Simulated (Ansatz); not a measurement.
# FeNi3: response to strain

The parent structure is FeNi₃ in the Cu3Au type structure (space group Pm-3m, No. 221; a = 3.514 Å; ferromagnetic; relaxed with 0.1 eV smearing). Axes: x, y, z lie along the cube axes.

Strains are applied to the cell and any free atomic positions relax; under biaxial strain the out-of-plane vector relaxes too.

Method: r2SCAN, PAW, 500 eV (Ansatz, a first-principles code; no spin-orbit coupling).

Notes on the quantities. energy relative to the base: free energy F; pressure: mean of the normal stresses, compression positive.

```json
[
 {"variant": "base", "energy relative to the base": "0 meV/atom", "pressure": "0.0 GPa", "space group": "Pm-3m (No. 221)", "largest site moment": "3.18 μB", "volume per atom": "10.85 Å³"},
 {"variant": "biaxial strain −1.63 %, plane normal [001], relaxed out of plane", "energy relative to the base": "+5.4 meV/atom", "pressure": "3.4 GPa", "space group": "P4/mmm (No. 123)", "largest site moment": "3.16 μB", "volume per atom": "___"},
 {"variant": "biaxial strain +1.22 %, plane normal [111], relaxed out of plane", "energy relative to the base": "+4.4 meV/atom", "pressure": "-3.4 GPa", "space group": "R-3m (No. 166)", "largest site moment": "3.20 μB", "volume per atom": "___"},
 {"variant": "isotropic strain −3.48 %", "energy relative to the base": "+89 meV/atom", "pressure": "28.8 GPa", "space group": "Pm-3m (No. 221)", "largest site moment": "3.03 μB", "volume per atom": "9.76 Å³"},
 {"variant": "isotropic strain −2.15 %", "energy relative to the base": "+32 meV/atom", "pressure": "___", "space group": "Pm-3m (No. 221)", "largest site moment": "3.09 μB", "volume per atom": "10.17 Å³"},
 {"variant": "isotropic strain +2.27 %", "energy relative to the base": "+30 meV/atom", "pressure": "-12.1 GPa", "space group": "Pm-3m (No. 221)", "largest site moment": "3.27 μB", "volume per atom": "11.61 Å³"},
 {"variant": "uniaxial strain ε_xx = −1.00 %", "energy relative to the base": "+1.0 meV/atom", "pressure": "2.2 GPa", "space group": "P4/mmm (No. 123)", "largest site moment": "3.17 μB", "volume per atom": "10.74 Å³"},
 {"variant": "uniaxial strain ε_yy = −1.01 %", "energy relative to the base": "+1.1 meV/atom", "pressure": "2.2 GPa", "space group": "P4/mmm (No. 123)", "largest site moment": "3.17 μB", "volume per atom": "10.74 Å³"},
 {"variant": "uniaxial strain ε_zz = +1.80 %", "energy relative to the base": "+3.2 meV/atom", "pressure": "-3.6 GPa", "space group": "P4/mmm (No. 123)", "largest site moment": "3.20 μB", "volume per atom": "11.05 Å³"}
]
```

Question: Complete the table.

Answer: 
- biaxial strain −1.63 %, plane normal [001], relaxed out of plane, volume per atom: 10.69 Å³
- biaxial strain +1.22 %, plane normal [111], relaxed out of plane, volume per atom: 11.04 Å³
- isotropic strain −2.15 %, pressure: 16.0 GPa

The magnetic state is the one reached from the starting moments; the real material's order can differ, and small cells can't hold many antiferromagnetic ones. No phonon test of stability was made.
